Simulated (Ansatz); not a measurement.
SnO₂ (P4_2/mnm), PBEsol with spin-orbit coupling, rigid bands in Ansatz (a first-principles code): N_c = 2.03e18 cm⁻³ at 300 K and an electron conductivity mass of 0.198 mₑ along y (a = (4.77, 0.00, 0.00) Å; b = (0.00, 4.77, 0.00) Å; c = (0.00, 0.00, 3.21) Å).

### Question
For 1e17 electrons per cm³ at 300 K, place the Fermi level, estimate the Seebeck coefficient of a parabolic band with constant τ, and give mobility and conductivity for τ = 10 fs.

### Answer
The level lies k_BT ln(N_c/n) = 0.078 eV below the conduction-band minimum. S ≈ −(k_B/e)[ln(N_c/n) + 5/2] = -475 μV/K, against -473 μV/K from the full bands (mean over directions). μ = eτ/m = 88.8 cm²/(V·s) and σ = neμ = 1.42 S/cm. τ is assumed, not computed.

Band transport and this doping are assumed; polarons and phonon drag are left out.
